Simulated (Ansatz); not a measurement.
Polar orthorhombic HfO2 with two Y and one O vacancy, 48 sites, space group P1.

```yaml
crystal:
  lattice:
    - [10.58664, 0.03686, -0.05993]
    - [0.03529, 10.25420, -0.07727]
    - [-0.02887, -0.03888, 5.15708]
  atoms:
    - { symbol: Y, position: [0.24588, 0.36478, 0.29727] }
    - { symbol: Hf, position: [0.26439, 0.86752, 0.27073] }
    - { symbol: Hf, position: [0.76155, 0.36484, 0.25518] }
    - { symbol: Hf, position: [0.77283, 0.87082, 0.25124] }
    - { symbol: Y, position: [0.49837, 0.36801, 0.75232] }
    - { symbol: Hf, position: [0.48293, 0.87710, 0.76987] }
    - { symbol: Hf, position: [0.98061, 0.36423, 0.76299] }
    - { symbol: Hf, position: [0.98593, 0.86540, 0.75614] }
    - { symbol: Hf, position: [0.23727, 0.13557, 0.78310] }
    - { symbol: Hf, position: [0.23345, 0.63380, 0.76067] }
    - { symbol: Hf, position: [0.73354, 0.12910, 0.76607] }
    - { symbol: Hf, position: [0.73392, 0.63107, 0.74959] }
    - { symbol: Hf, position: [0.01494, 0.12863, 0.27330] }
    - { symbol: Hf, position: [0.01766, 0.63214, 0.25131] }
    - { symbol: Hf, position: [0.51146, 0.13622, 0.26553] }
    - { symbol: Hf, position: [0.52794, 0.66070, 0.26839] }
    - { symbol: O, position: [0.42999, 0.96504, 0.12375] }
    - { symbol: O, position: [0.91949, 0.47187, 0.10474] }
    - { symbol: O, position: [0.93231, 0.96715, 0.10741] }
    - { symbol: O, position: [0.33315, 0.48548, 0.61796] }
    - { symbol: O, position: [0.31415, 0.96548, 0.63337] }
    - { symbol: O, position: [0.81970, 0.46744, 0.60480] }
    - { symbol: O, position: [0.82042, 0.96762, 0.60785] }
    - { symbol: O, position: [0.06980, 0.02482, 0.61585] }
    - { symbol: O, position: [0.07370, 0.52064, 0.58450] }
    - { symbol: O, position: [0.56636, 0.03283, 0.61759] }
    - { symbol: O, position: [0.58271, 0.53770, 0.54967] }
    - { symbol: O, position: [0.18575, 0.03508, 0.13195] }
    - { symbol: O, position: [0.17725, 0.53719, 0.08554] }
    - { symbol: O, position: [0.67975, 0.02769, 0.10984] }
    - { symbol: O, position: [0.64804, 0.51976, 0.05860] }
    - { symbol: O, position: [0.12605, 0.25708, 0.54559] }
    - { symbol: O, position: [0.13646, 0.76264, 0.50755] }
    - { symbol: O, position: [0.64073, 0.25989, 0.50898] }
    - { symbol: O, position: [0.64092, 0.77544, 0.50220] }
    - { symbol: O, position: [0.10214, 0.26035, 0.02573] }
    - { symbol: O, position: [0.11623, 0.77471, 0.01235] }
    - { symbol: O, position: [0.61830, 0.25987, 0.02782] }
    - { symbol: O, position: [0.62259, 0.77277, 0.00043] }
    - { symbol: O, position: [0.36821, 0.24395, 0.02333] }
    - { symbol: O, position: [0.36984, 0.72206, 0.02085] }
    - { symbol: O, position: [0.86022, 0.23281, 0.01025] }
    - { symbol: O, position: [0.86604, 0.72908, 0.00608] }
    - { symbol: O, position: [0.38058, 0.22052, 0.52022] }
    - { symbol: O, position: [0.39224, 0.74376, 0.51554] }
    - { symbol: O, position: [0.88334, 0.23264, 0.50822] }
    - { symbol: O, position: [0.88815, 0.73050, 0.50594] }
```

Method: PBE (plane waves to 420 eV, PAW; Ansatz, a first-principles code). No spin–orbit coupling; PBE gaps are too small against experiment. Its k-point mesh 2×2×4, Fermi–Dirac width 0.01 eV.

Question: List the levels next to the gap at Γ of this cell's own (folded) zone, from the top of the valence band (the table ends after a fixed count of bands, which can cut a degenerate set).

Answer: 
| band | E − E_v (eV) |
|---|---|
| v4 | -0.224 |
| v3 | -0.170 |
| v2 | -0.084 |
| v1 | 0.000 |
| c1 | 3.332 |
| c2 | 4.360 |
| c3 | 4.470 |
| c4 | 4.546 |
